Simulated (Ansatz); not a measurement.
**GaP: response to strain**

Base system: GaP in the zinc blende structure (space group F-43m, No. 216).

```xyz
2
Lattice="0.0000 2.7193 2.7193 2.7193 0.0000 2.7193 2.7193 2.7193 0.0000" Properties=species:S:1:pos:R:3 pbc="T T T"
Ga     0.0000     0.0000     0.0000
P      1.3596     1.3596     1.3596
```

Strains are applied to the cell and any free atomic positions relax.

Calculations: plane-wave PAW DFT at the PBEsol level (Ansatz, a first-principles code, 420 eV), spin-orbit coupling left out.

Candidates:
(a) isotropic strain +1.00 %
(b) isotropic strain −1.50 %
(c) isotropic strain +0.50 %
(d) isotropic strain +2.00 %

For the base:

| Quantity | Result |
|---|---|
| Band gap | 1.45 eV |

Question: Order them by band gap, lowest first.

Answer: (d) isotropic strain +2.00 % (1.32 eV), (b) isotropic strain −1.50 % (1.37 eV), (c) isotropic strain +0.50 % (1.48 eV), (a) isotropic strain +1.00 % (1.51 eV)

Gaps are read on the SCF mesh and a high-symmetry path. Stability against distortions was not tested.
